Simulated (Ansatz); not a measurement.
## AlB2-type TiB₂

Computed with r²SCAN (Ansatz, a first-principles code, plane waves, PAW).

Numerical settings: plane-wave cutoff 600 eV, 24×24×20 k mesh (along the axes of the cell as run), Fermi–Dirac smearing 0.057 eV (set by the program), no spin polarisation, scalar-relativistic PAW data made under PBE.

Cell (relaxed at this level):

```cif
data_B2Ti
_chemical_formula_sum 'Ti1 B2'
_space_group_name_H-M_alt 'P 1'
_space_group_IT_number 1
_cell_length_a 3.02477
_cell_length_b 3.02477
_cell_length_c 3.22282
_cell_angle_alpha 90.000
_cell_angle_beta 90.000
_cell_angle_gamma 120.000
loop_
_space_group_symop_operation_xyz
  'x, y, z'
loop_
_atom_site_label
_atom_site_type_symbol
_atom_site_fract_x
_atom_site_fract_y
_atom_site_fract_z
_atom_site_occupancy
Ti1 Ti 0.00000 0.00000 0.00000 1
B1 B 0.66667 0.33333 0.50000 1
B2 B 0.33333 0.66667 0.50000 1
```

```json
{
  "elastic constant C11": "678 GPa",
  "elastic constant C12": "65.9 GPa",
  "elastic constant C13": "102 GPa",
  "elastic constant C33": "468 GPa",
  "elastic constant C44": "266 GPa",
  "elastic constant C66": "306 GPa",
  "Voigt–Reuss–Hill bulk modulus": "260 GPa",
  "polycrystal shear modulus (Hill average)": "268 GPa",
  "young_modulus": "599 GPa",
  "poisson_ratio": "0.116"
}
```

Measured, for comparison: elastic constant C11 660 GPa, elastic constant C12 48 GPa, elastic constant C13 93 GPa, elastic constant C33 432 GPa, elastic constant C44 260 GPa (temperature not stated, not corrected to a static lattice; as tabulated in Liu et al. (2023), arXiv:2002.00005). Computed (rounded) less measured: elastic constant C11 +3 %, elastic constant C12 +37 %, elastic constant C13 +10 %, elastic constant C33 +8 %, elastic constant C44 +2 %. A static lattice is as a rule a little smaller and stiffer than an uncorrected measurement, which narrows the difference in the elastic constant C11, elastic constant C13, elastic constant C33, elastic constant C44 and would widen misses of the other sign.

Elastic constants are with the ions relaxed.

Static lattice: no zero-point or thermal effects.

It cost very roughly 23 core-minutes of CPU time.
